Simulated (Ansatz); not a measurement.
**Hypothetical cubic perovskite SrSnSe3: pressure −1 GPa**

Start from SrSnSe3 in the cubic perovskite structure (space group Pm-3m, No. 221; a = 5.240 Å; a hypothetical phase, not in the database extracts checked).

The change: hydrostatic tension (pressure −1 GPa).

Method: Ansatz (a first-principles code), PBEsol, PAW, cutoff 420 eV, spin-orbit coupling left out. k-mesh 9×9×9 (Γ-centred); smearing 0.05 eV (Fermi–Dirac).

```csv
quantity,base,changed,shift
volume per atom,28.78 Å³,29.40 Å³,+0.615 Å³
lattice parameter a,9.903 bohr,9.973 bohr,+0.070 bohr
shortest interatomic distance,4.951 bohr,4.986 bohr,+0.035 bohr
enthalpy H = E + PV relative to the base's energy,–,-0.18 eV/atom,–
band gap,zero,zero,–
```

Final structure:

```yaml
crystal:
  lattice:
    - [5.27747, 0.00000, 0.00000]
    - [0.00000, 5.27747, 0.00000]
    - [0.00000, 0.00000, 5.27747]
  atoms:
    - { symbol: Sr, position: [0.00000, 0.00000, 0.00000] }
    - { symbol: Sn, position: [0.50000, 0.50000, 0.50000] }
    - { symbol: Se, position: [0.00000, 0.50000, 0.50000] }
    - { symbol: Se, position: [0.50000, 0.50000, 0.00000] }
    - { symbol: Se, position: [0.50000, 0.00000, 0.50000] }
```

Cost of the whole job for the changed cell (relaxation, final SCF and bands): around 70 core-seconds (rough).

Load acts through the strain it causes; cell and atoms are relaxed under it. No phonon test of stability was made. All final runs are without spin polarisation. Many cubic perovskites are stable only at high temperature; tilts and polar distortions were not tested.
